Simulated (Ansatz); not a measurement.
The parent structure is TiB2 (space group P6/mmm, No. 191).

```
CELL_PARAMETERS angstrom
      3.01728     0.00000     0.00000
     -1.50864     2.61304     0.00000
      0.00000     0.00000     3.18495
ATOMIC_POSITIONS crystal
  Ti 0.00000 0.00000 0.00000
  B  0.33333 0.66667 0.50000
  B  0.66667 0.33333 0.50000
```

Cartesian axes are those of the cell as printed.

Computed with Kohn–Sham DFT with the PBEsol functional, run in Ansatz (an electronic-structure program) with PAW and 420 eV plane waves, scalar-relativistic without spin-orbit coupling, earlier PAW set.

Before the change:

| Item | Value |
|---|---|
| Pressure | 0.0 GPa |
| Band gap | zero |
| Shortest interatomic distance | 174.2 pm |

Perturbation: a pure shear with ε_xz = ε_zx = 0.0261; the atoms relax in the strained cell.

Question: What happens to the pressure, energy relative to the base, band gap and shortest interatomic distance?

Answer: The pressure (mean of the normal stresses, compression positive) goes from zero to 0.9 GPa; the energy rises by 20 meV/atom; the band gap stays zero; the shortest interatomic distance stays 174.2 pm.

A case with no gap was solved on a k-mesh chosen for an insulator, which is coarse for it. Without a gap, meshes like the base's 13×13×10 leave anisotropic stresses uncertain by several tenths of a GPa, and small strain energies with them. No phonon test of stability was made. All final runs are without spin polarisation.
